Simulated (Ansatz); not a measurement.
Thermal properties of AlP (zinc blende, F-43m) at 300 K from the quasi-harmonic free energy in Ansatz (plane waves, PAW), for several functionals and conditions. The first row is the reference, at zero pressure. Dynamical quadrupoles are not included in the interpolation of the phonons between the solved wave vectors.

```tsv
run	q mesh / k mesh	V (Å³/atom)	α_L (10⁻⁶/K)	bulk modulus B_T (GPa)	γ	C_P (J/mol/K)
LDA	5×5×5 / 10×10×10	20.17	3.0	86.8	0.47	41.2
LDA, coarser phonon mesh (3×3×3)	3×3×3 / 9×9×9	20.16	2.8	86.8	0.42	41.2
PBE	5×5×5 / 10×10×10	21.02	[?]	[?]	0.56	41.7
LDA, pressure 15 GPa	5×5×5 / 10×10×10	17.65	-2.2	139	-0.50	38.9
LDA, pressure 5 GPa	5×5×5 / 10×10×10	19.15	1.3	106	0.23	40.3
```

Complete the blanks.


- PBE, α_L (10⁻⁶/K): 3.8
- PBE, bulk modulus B_T (GPa): 79.7

No phase change or melting is allowed for: the numbers belong to this structure as given.

The PAW data sets were generated under PBE and serve the other functionals too.

Ansatz is a quantum-chemistry and plane-wave program.
